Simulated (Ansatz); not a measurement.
AlTi has the tetragonal space group P4/mmm (No. 123), Pearson symbol tP2. Cell: a = b = 2.7609 Å, c = 3.9860 Å, α = β = γ = 90.00°. Al on 1d is coordinated by 4 Al at 2.761 Å and 8 Ti at 2.790 Å (cuboctahedral). Ti on 1a is coordinated by 4 Ti at 2.761 Å and 8 Al at 2.790 Å (cuboctahedral). (Neighbours: up to the widest gap in distance over summed covalent radii, below 1.35, at either atom.)

The pressure is 5 GPa. The structure is held there; whether it is the stable one at that pressure was not tested.

### Question
By how much do the lattice constants and the volume change from 300 K to 350 K (the quasi-harmonic free energy, PBEsol in Ansatz, a first-principles code), and how far does the bulk modulus soften?

### Answer
a by 0.06 %, c by 0.00 %, the volume by 0.12 %; B_T goes from 134 to 133 GPa. Whether this phase is the stable one at each condition was not tested.

The PAW data sets were generated under PBE and serve the other functionals too.
